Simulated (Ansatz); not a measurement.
# Nb₂Si (model structure, started from the Ni2In type, P6₃/mmc, No. 194, 6 atoms in the cell): volume per atom by level of theory

No measured value is used here.

| level (code) | value (Å³/atom) |
|---|---|
| PBE (Ansatz) | 16.36 |
| PBEsol (Ansatz) | ___ |
| PBE-D3(BJ) (Ansatz) | 15.77 |

**Question.** What belongs in the gaps?

**Answer.** 
- PBEsol (Ansatz, a program for electronic structure), value (Å³/atom): 15.89

Ansatz's density-functional and Hartree–Fock values are scalar-relativistic unless marked +SOC, with PAW data made under PBE.

A model structure was made by putting elements into a prototype or built by hand; it is no filed structure, need not be a known phase, and can be a saddle point held by its symmetry.
